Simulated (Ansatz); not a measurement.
Base system: HfO₂ in the fluorite structure (space group Fm-3m, No. 225; a = 5.059 Å). Axes: x, y, z lie along the cube axes.

The values are results of r2SCAN/PAW in Ansatz (a quantum-chemistry and plane-wave program), without spin-orbit coupling, earlier PAW set, not measurements.

Modification: the cell is stretched by 3.74 % along y with no lateral relaxation; the atoms relax in the strained cell.

Problem. Predict the stress tensor and what it implies for the stiffness.

Solution. Stress of the strained cell less that of the base (GPa, compression positive):
```
  -3.38    0.00    0.00
   0.00  -20.72    0.00
   0.00    0.00   -3.38
```

Then −Δσ_ii/ε with ε = 0.0374 gives secant stiffness values (nonlinear terms included at this strain): C22 ≈ 554 GPa, C12 ≈ 90 GPa and C23 ≈ 90 GPa.

As a check, the harmonic strain energy −½ V₀ Δσ:ε is 26 meV/atom; the computed energy rise is 27 meV/atom.

Whether these cells are dynamically stable was not tested. This is not the structure that HfO2 has at room temperature and ambient pressure.
